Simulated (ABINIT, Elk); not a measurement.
An Elk input for a self-consistent single point of HgSe (F-43m, 2 atoms in the cell) (DFT, LDA (PW92), all-electron FP-LAPW, Elk's shipped species files, default APW+lo basis):

```
tasks
  0

rmtscf
  0.9

swidth
  0.00367493

maxscl
  100

scale
  8.139975345

avec
    0.0000000000    0.7071067812    0.7071067812
    0.7071067812    0.0000000000    0.7071067812
    0.7071067812    0.7071067812    0.0000000000

sppath
  'species/'

atoms
  2
  'Hg.in'
  1
  0.0000000000  0.0000000000  0.0000000000    0.0 0.0 0.0
  'Se.in'
  1
  0.7500000000  0.7500000000  0.7500000000    0.0 0.0 0.0

ngridk
  9 9 9
```

**Question.** Give the ABINIT input for the same structure, mesh, smearing and functional.

**Answer.** This is the input that was run; spellings and numerical settings could be chosen otherwise.

```
# HgSe, PseudoDojo nc-sr-04 LDA standard
pp_dirpath "./"
pseudos "Hg.upf, Se.upf"
acell 3*1.0 Angstrom
rprim
         0.0000000000    3.0458550000    3.0458550000
         3.0458550000    0.0000000000    3.0458550000
         3.0458550000    3.0458550000    0.0000000000
natom 2
ntypat 2
znucl 80 34
typat 1 2
xred
         0.0000000000    0.0000000000    0.0000000000
         0.7500000000    0.7500000000    0.7500000000
ecut 86 Ry
occopt 3
tsmear 0.00367493
nband 24
kptopt 1
ngkpt 9 9 9
nshiftk 1
shiftk 0 0 0
nstep 60
tolvrs 1.0e-10
prtwf 0
prtden 0
```

Basis, cutoffs, solver keys and any potentials are the target program's own. This input uses DFT, LDA (PW92), plane waves, norm-conserving pseudopotentials (PseudoDojo nc-sr-04 LDA standard). LDA parametrisations can differ slightly between programs.

The starting cell comes from a database of computed structures (which also holds hypothetical and non-ambient phases and stackings), without a prior relaxation at this level. Its lattice was rescaled by a random factor within 2.5 % of one.
